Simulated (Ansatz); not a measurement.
TiC in the rock salt structure, quasi-harmonic lattice dynamics with Ansatz (a first-principles code), PBEsol functional, plane-wave PAW. 

```tsv
T (K)	α_L (10⁻⁶/K)	C_P (J/mol/K)	bulk modulus B_T (GPa)	γ
150	2.8	16.1	261	1.62
250	5.1	…	258	1.59
350	6.4	38.0	256	1.57
500	7.5	44.2	251	1.57
750	8.4	48.6	243	1.57
900	8.7	50.1	238	1.58
950	8.9	50.6	…	1.58
1000	9.0	50.9	235	1.58
```

What belongs in the gaps?


- 250, C_P (J/mol/K): 29.9
- 950, bulk modulus B_T (GPa): 237

The crystal is held in this phase throughout; melting and phase transitions are not modelled.

The PAW data sets were generated under PBE and serve the other functionals too.
